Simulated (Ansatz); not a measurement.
Given:

End structure of a constructed model of the (0001) surface of hcp Hf, a pseudomorphic layer of Cu in the host's stacking (bottom of the slab: a bare face, its two planes held):

```
CELL_PARAMETERS angstrom
      3.20485     0.00000     0.00000
     -1.60243     2.77549     0.00000
      0.00000     0.00000    31.50000
ATOMIC_POSITIONS crystal
  Hf 0.66667 0.33333 0.25767
  Hf 0.33333 0.66667 0.33810
  Hf 0.66667 0.33333 0.41980
  Hf 0.33333 0.66667 0.49981
  Hf 0.66667 0.33333 0.58140
  Hf 0.33333 0.66667 0.66019
  Cu 0.66667 0.33333 0.72329
```

Slab: 7 atoms, 15.3 Å thick at the start; k 13x13x1, smearing 0.1 eV, dipole-corrected; 2 atoms held, the rest relaxed; held to the start's symmetry, so lower structures may exist; no spin, no spin-orbit, no U. It is one candidate, not shown to be the stable structure of the face.

Task: Give the work function of the top face at the level Ansatz (an electronic-structure program) with PBE.

Result: 3.63 eV
